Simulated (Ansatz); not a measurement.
Effect of biaxial strain +2.80 %, plane normal [001], relaxed out of plane on CdS

The parent structure is CdS in the wurtzite structure (space group P6_3mc, No. 186; a = 4.197 Å, c = 6.830 Å). Axes: x lies along a and z along c of the hexagonal cell.

Now apply this change: tensile biaxial strain of 2.80 % in the plane normal to [001], as in epitaxy on a mismatched substrate; the out-of-plane cell vector and the atoms relax.

Computed with PBE in Ansatz (plane waves to 420 eV, PAW, no spin-orbit coupling), earlier PAW set. Settings: 9×9×5 k-points, 0.05 eV Fermi–Dirac smearing.

The volume per atom goes up by 0.81 Å³ (26.04 Å³ → 26.85 Å³) and the space group stays P6_3mc (No. 186). The shortest interatomic distance goes up by 0.018 Å (2.566 Å → 2.584 Å) and the pressure (mean of the normal stresses, compression positive) goes from zero to -15.7 kbar. The band gap falls by 0.11 eV (1.11 eV → 1.00 eV) and the gap character is still direct at Γ. The electron mass becomes 0.12 mₑ (at Γ) (base: 0.12 mₑ along c, 0.13 mₑ across (at Γ)) and the valence-band top at Γ (three highest levels, from the VBM) changes from 0.00, 0.00, -0.04 eV to 0.00, -0.09, -0.09 eV. The out-of-plane strain comes out as -2.44 % and the ratio −ε⊥/ε∥ is 0.87. The mean in-plane stress (compression positive) amounts to -2.4 GPa.

Effective masses come from finite differences of ±0.01 Å⁻¹. Stability against distortions was not tested.

Ansatz is a first-principles code.
